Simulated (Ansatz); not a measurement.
Results of r²SCAN (plane waves, PAW; Ansatz, a first-principles code) for HfO2 (Pca2₁, No. 29, 12 atoms in the cell; start mp-685097; a measured phase of this formula has another space group).

Numerical settings: plane-wave cutoff 560 eV, 8×8×8 k mesh, Fermi–Dirac smearing 0.01 eV, scalar-relativistic PAW data made under PBE.

Cell (relaxed at this level):

```xyz
12
Lattice="5.2465 0.0000 0.0000 0.0000 5.0304 0.0000 0.0000 0.0000 5.0593" Properties=species:S:1:pos:R:3 pbc="T T T"
Hf     0.1705     1.3433     1.2197
Hf     5.0760     3.6871     3.7494
Hf     2.4527     1.3433     3.7494
Hf     2.7938     3.6871     1.2197
O      1.9257     0.3522     1.9264
O      3.3208     4.6782     4.4561
O      0.6975     0.3522     4.4561
O      4.5490     4.6782     1.9264
O      3.8414     2.3196     2.4849
O      1.4052     2.7108     5.0145
O      4.0284     2.3196     5.0145
O      1.2181     2.7108     2.4849
```

Q: Predict the band gap and Γ–Γ gap.

A: 
- band gap: 4.94 eV (on the SCF k mesh)
- Γ–Γ gap: 5.46 eV

Note: the relaxation could not lower the start's symmetry, so the cell can be a saddle point above a distorted one.

Spin–orbit coupling is not included.

Cost on a shared machine: about 40 core-minutes (a rough figure).

A start named mp-… is a Materials Project structure, which need not be a measured phase.
